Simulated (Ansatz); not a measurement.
# Elastic constant C12 of fluorite PtAl2 at several levels of theory

No measured value is used here.

```csv
level (code),value (GPa),cell (Å³/atom)
LDA (Ansatz),(withheld),16.71
PBE (Ansatz),108,17.52
PBEsol (Ansatz),116,17.08
r²SCAN (Ansatz),117,17.15
```

Fill in the missing entries.


- LDA (Ansatz, a program for electronic structure), value (GPa): 121

Density-functional levels without +SOC have no spin–orbit coupling. Each level is taken at its own relaxed cell. Cutoffs differ between the levels. Ansatz's density-functional and Hartree–Fock values are scalar-relativistic unless marked +SOC, with PAW data made under PBE.
